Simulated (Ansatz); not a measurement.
Start from GaAs in the zinc blende structure (space group F-43m, No. 216; a = 5.6028 Å). Axes: x, y, z lie along the cube axes.

Computed with LDA, PAW, 420 eV (Ansatz, a program for electronic structure; without spin-orbit coupling).

Strains are applied to the cell and any free atomic positions relax; under biaxial strain the out-of-plane vector relaxes too.

One change was made to it. Results:

The valley order (the lowest conduction-band minima on the path, energy above the VBM, named in the base's zone) becomes Γ 0.33 eV; L along [111] 0.72 eV; L along [1-1-1] 0.87 eV; a point along [001], about 1.0 Å⁻¹ from Γ 1.22 eV (base: Γ 0.49 eV; L along ⟨111⟩ 0.92 eV; a point along ⟨100⟩, about 1.0 Å⁻¹ from Γ 1.26 eV); the energy increases by 1.6 meV/atom.

Problem. Name the change that was made.
A) biaxial strain +2.50 %, plane normal [111], relaxed out of plane
B) biaxial strain −2.08 %, plane normal [111], relaxed out of plane
C) biaxial strain +0.83 %, plane normal [111], relaxed out of plane

Solution. C, biaxial strain +0.83 %, plane normal [111], relaxed out of plane. For comparison, the valley order in the other runs: biaxial strain −2.08 %, plane normal [111], relaxed out of plane gives Γ 0.60 eV; L along [1-11] 0.81 eV; a point along [100], about 1.0 Å⁻¹ from Γ 1.06 eV; L along [111] 1.24 eV; biaxial strain +2.50 %, plane normal [111], relaxed out of plane gives Γ 0.13 eV; L along [111] 0.37 eV; L along [1-1-1] 0.80 eV; a point along [001], about 1.0 Å⁻¹ from Γ 1.14 eV.

The levels and masses belong to the bands next to the band gap. No phonon test of stability was made.
